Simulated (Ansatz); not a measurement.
Consider the following.

```yaml
crystal:
  lattice:
    - [3.84480, 0.00000, 0.00000]
    - [1.92240, 3.32969, 0.00000]
    - [0.00000, 0.00000, 22.84817]
  atoms:
    - { symbol: O, position: [0.66667, 0.16667, 0.33043] }
    - { symbol: Ce, position: [0.33333, 0.83333, 0.36366] }
    - { symbol: O, position: [0.00000, 0.50000, 0.39824] }
    - { symbol: O, position: [0.33333, 0.83333, 0.46507] }
    - { symbol: Ce, position: [0.00000, 0.50000, 0.50000] }
    - { symbol: O, position: [0.66667, 0.16667, 0.53493] }
    - { symbol: O, position: [0.00000, 0.50000, 0.60176] }
    - { symbol: Ce, position: [0.66667, 0.16667, 0.63634] }
    - { symbol: O, position: [0.33333, 0.83333, 0.66957] }
```

No spin polarisation.

All numbers come from r2SCAN (Ansatz, a program for electronic structure; PAW; 500 eV plane waves; scalar-relativistic without spin-orbit coupling). Settings: 10×10×1 k-points, 0.05 eV Fermi–Dirac smearing. The cell is a slab with vacuum along z.

Task: Predict the band gap, gap character and smallest direct gap.

Result: 
- Band gap: 2.15 eV
- Gap character: indirect, k = (0, 0.300, 0) in the run's primitive reciprocal basis → Γ
- Smallest direct gap: 2.21 eV

Whether these cells are dynamically stable was not tested. All final runs are without spin polarisation. The cell was made from CeO₂ in the fluorite structure (space group Fm-3m, No. 225) by this change: a free-standing slab of 3 layers (9 atoms, 3 a layer) is cut normal to [111], with 15 Å of vacuum and the in-plane cell held at bulk.
